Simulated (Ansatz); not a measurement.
CdBr2 (P6₃mc, No. 186), treated with r²SCAN (Ansatz, a quantum-chemistry and plane-wave program, plane waves, PAW).

Run with plane-wave cutoff 500 eV, 12×12×4 k mesh (along the axes of the cell as run), Fermi–Dirac smearing 0.05 eV, scalar-relativistic PAW data made under PBE.

Computed at the level's own relaxed cell.

### Question
What does this level give for the volume per atom, lattice parameter a, c axis length and band gap?

### Answer

- volume per atom = 30.52 Å³/atom
- lattice parameter a = 4.015 Å
- c axis length = 13.113 Å
- band gap = 3.52 eV (on the SCF k mesh)

Note: the cell comes from a level without a dispersion term, which matters for the spacing of layers, chains or molecules; the volume lies 6 % above that of the published cell; the cell has widely spaced layers and the level no dispersion term, so their spacing and the moduli can rest on weak binding.

Spin–orbit coupling is not included.

Static lattice: no zero-point or thermal effects.
